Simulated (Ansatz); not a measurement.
Consider TlPbF$_{3}$ in the cubic perovskite structure (space group Pm-3m, No. 221; a = 4.8544 Å; a hypothetical phase, not in the database extracts checked).

Structures relaxed with PBE (Ansatz, a quantum-chemistry and plane-wave program), no spin-orbit coupling.

Base:

Simulated powder pattern, Mo Kα, λ = 0.71073 Å (kinematic, ideal powder, no thermal factors, no anomalous dispersion; the 8 strongest lines at most, above 2 %, up to 2θ = 40°):

```tsv
2θ (°)	I/Imax (%)	hkl
11.88	100	(110)
16.84	31	(200)
20.66	51	(211)
23.90	24	(220)
26.77	25	(310)
31.79	30	(321)
36.19	15	(411)
38.22	11	(420)
```

The change: Cl takes the place of F on all its sites; the structure is relaxed again.

After the change:

Simulated powder pattern, Mo Kα, λ = 0.71073 Å (kinematic, ideal powder, no thermal factors, no anomalous dispersion; the 8 strongest lines at most, above 2 %, up to 2θ = 40°):

| 2θ (°) | I/Imax (%) | hkl |
|---|---|---|
| 10.14 | 100 | (110) |
| 14.36 | 43 | (200) |
| 17.61 | 54 | (211) |
| 20.36 | 34 | (220) |
| 22.79 | 28 | (310) |
| 27.04 | 34 | (321) |
| 30.74 | 18 | (411) |
| 37.15 | 20 | (431) |

The indices refer to each structure's own conventional cell; one index is shown for lines that coincide.

Whether these cells are dynamically stable was not tested. As relaxed here, TlPbCl3 is a hypothetical phase, not in the database extracts checked. Many cubic perovskites are stable only at high temperature; tilts and polar distortions were not tested.
